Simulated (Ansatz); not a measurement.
Consider BN (space group P6_3/mmc, No. 194; a = 2.500 Å, c = 6.412 Å; layered, stacked along the Cartesian z axis). Axes: x lies along a and z along c of the hexagonal cell.

Calculations: PBEsol-D3(BJ), PAW, 420 eV (Ansatz, a first-principles code; no spin-orbit coupling).

Base values:

The smallest direct gap is 4.49 eV.

One thing is altered: biaxial strain −2.40 %, plane normal [001], relaxed out of plane (Cartesian); in-plane vectors clamped, the third vector and the atoms free.

### Question
What happens to the out-of-plane strain and smallest direct gap?

### Answer
The out-of-plane strain comes out as +0.07 %; the smallest direct gap increases by 0.19 eV (4.49 eV → 4.68 eV).

No phonon test of stability was made.
